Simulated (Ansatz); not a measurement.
**HgTe: point defects**

Take an 8-atom supercell of HgTe in the zinc blende structure (space group F-43m, No. 216; a = 6.5098 Å) at its relaxed geometry as the base.

One neutral defect a cell, atoms relaxed at fixed cell.

Computed with PBEsol (Ansatz, a program for electronic structure), no SOC.

Candidates:
(a) Te vacancy
(b) I on a Te site
(c) Hg vacancy
(d) Hg interstitial (started 2.66 Å from the nearest host atom)

Order them by largest displacement of a host atom from its site in the perfect cell, lowest first.

(c) Hg vacancy (0.08 Å), (b) I on a Te site (0.18 Å), (d) Hg interstitial (started 2.66 Å from the nearest host atom) (1.43 Å), (a) Te vacancy (1.79 Å)

The cell is small, so the values are those of an ordered compound at a high defect concentration; dilute-limit values will differ. The final runs are not spin-polarised.
